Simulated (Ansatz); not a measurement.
MgS (I4/mmm), PBEsol with spin-orbit coupling, rigid bands (Ansatz, a quantum-chemistry and plane-wave program): Condition of this run: biaxial stress xx = yy = 1 GPa (compression positive) (the target of the relaxation). band gap 2.68 eV, N_c = 1.17e19 cm⁻³ and N_v = 5.28e19 cm⁻³ at 300 K, conductivity masses along x (a = (0.00, 2.58, 2.60) Å; b = (2.58, 0.00, 2.60) Å; c = (2.58, 2.58, 0.00) Å) of 0.379 mₑ (electrons) and 1.19 mₑ (holes). Take k_BT = 0.02585 eV.

Problem. What thermal injection velocity √(2k_BT/πm) limits a ballistic channel along the direction named?

Solution. 8.74e6 cm/s for electrons and 4.93e6 cm/s for holes, a ratio of √(m_h/m_e) = 1.77, for dilute carriers.

Problem. A film of it is 8 nm thick, with its normal along the direction named. Estimate the confinement energies in an infinite well.

Solution. ħ²π²/(2m t²) = 0.376 eV·nm²/(m/mₑ × t²) gives 15.5 meV for electrons and 4.94 meV for holes, so the gap would widen to about 2.70 eV. Finite barriers and nonparabolic bands lower this, and with several valleys or bands the heaviest mass along the normal sets the lowest level, not this average.

Problem. Find the intrinsic carrier density and the intrinsic Fermi level.

Solution. n_i = √(N_c N_v) exp(−E_g/2k_BT) = 2.49e19 × exp(−51.83) = 7.7e-4 cm⁻³. The level lies (k_BT/2) ln(N_v/N_c) = 19 meV from mid-gap (positive towards the conduction band). Each 0.1 eV added to the gap lowers n_i by a factor of 6.9.

Rigid, parabolic bands with the computed gap; masses take one relaxation time for all states.
